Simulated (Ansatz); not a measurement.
**AgInTe2: energy against strain**

AgInTe2 (chalcopyrite, I-42d, 31.884 Å³/atom and stress up to 0.01 GPa in the relaxed cell, c along z) under an equal strain ε in the (001) plane with the normal axis free, as in a coherent film. LDA in Ansatz, a plane-wave DFT program (PAW, default set), 420 eV, 7×7×7 Γ-centred mesh, Fermi-Dirac smearing 0.05 eV; ions are relaxed, or left where forces stay under 0.02 eV/Å, within the symmetry of each cell.

Here s stands for strain and y for E less E0.

| strain (%) | E less E0 (meV/atom) |
|---|---|
| -1.50 | 2.06 |
| -0.75 | 0.50 |
| 0.00 | 0.00 |
| 0.75 | 0.51 |
| 1.50 | 1.98 |
| 3.00 | ? |

Question: Fit y against s with a parabola, and predict the withheld value at s = 3.00.

Answer: Least squares gives y = 0.000 - 0.0200·s + 0.8978·s². Residuals (row less fit): 0.010, -0.020, 0.000, 0.020, -0.010; standard error 0.022 (degrees of freedom: 2). The quadratic coefficient over the volume, 0.8978 meV × 10⁴ × 0.1602 / 31.884 Å³, is the biaxial elastic modulus of this plane = 45.1 ± 0.5 GPa (± standard error of the fit, which holds the terms cut off). At the withheld row, y = 0.000 - 0.0200 × 3.00 + 0.8978 × 3.00² = 8.020 meV/atom. The calculation gives 7.64 meV/atom, 0.380 meV/atom below the prediction (5.0 % of the range of y in the table). The row lies outside the fitted rows, so this is an extrapolation. From the scatter of the fitted rows alone, a prediction at this place has a standard error of 0.092 meV/atom, so the miss is 4.1 times that.

A polynomial of degree 3 through the 8 other runs of the series gives 7.64 there, so most of the miss is curvature that the fit leaves out. This level leaves no gap over 0.05 eV at strain -1.50, 0.00, 0.75, 1.50 %. The start is a measured cell from the literature; how it stands against other phases or cation orders wasn't checked. Spin-orbit coupling is left out, which can shift these values for the heavy elements here. Rows are the converged runs of the series near zero and its far end; series whose fitted rows scatter by over a few per cent of the range, as at a crossing or softening among them, aren't shown in this form, nor equations of state whose B0' disagrees with the runs' pressures. Most that stay on the fit to the last digits aren't either.
